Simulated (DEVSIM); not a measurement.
System: InP/In0.53Ga0.47As p-n heterojunction, at 300 K.

Layer 1 from the left is InP, thickness (μm) 0.150, Na (cm⁻³) 1.1e18, τn (s) 8.3e-10, τp (s) 8.3e-10. Layer 2 from the left is In0.53Ga0.47As, thickness (μm) 0.320, Nd (cm⁻³) 2.6e15, τn (s) 8.3e-10, τp (s) 8.3e-10.

Left contact: ohmic. Right contact: ohmic. Voltage is applied to the left contact. Recombination: SRH at mid-gap, Auger. Mobility is μmin + (μ − μmin)/(1 + (N/Nref)^α).

The device is made up for the run: typed textbook-type constants, with dimensions and the other settings drawn at random. Values at 300 K.

InP: gap (eV) 1.344, affinity (eV) 4.38, permittivity 12.5, Nc (cm⁻³) 5.7e17, Nv (cm⁻³) 1.1e19, μn (cm²/Vs) 5200, μp (cm²/Vs) 170, μn,min 400, μp,min 10, Nref,n 3e17, Nref,p 4.9e17, αn 0.47, αp 0.62, Cn (cm⁶/s) 9e-31, Cp (cm⁶/s) 9e-31. In0.53Ga0.47As: gap (eV) 0.74, affinity (eV) 4.51, permittivity 13.9, Nc (cm⁻³) 2.1e17, Nv (cm⁻³) 7.7e18, μn (cm²/Vs) 12000, μp (cm²/Vs) 300, μn,min 300, μp,min 10, Nref,n 1.3e17, Nref,p 4.9e17, αn 0.48, αp 0.4, Cn (cm⁶/s) 5e-29, Cp (cm⁶/s) 5e-29.

DEVSIM, 1D drift-diffusion, Boltzmann statistics, complete ionisation; no tunnelling, impact ionisation, image-force lowering or self-heating. Band offsets follow the typed affinities; no thermionic-emission limit at abrupt steps, no polarisation charge.

Question: What does the simulation give for the potential step across the device at zero bias, the largest field in the device at zero bias, the dark forward voltage at 1 A/cm²?

Answer: potential step across the device at zero bias 1.041 V; largest field in the device at zero bias 340000 V/cm; dark forward voltage at 1 A/cm² 0.276 V.
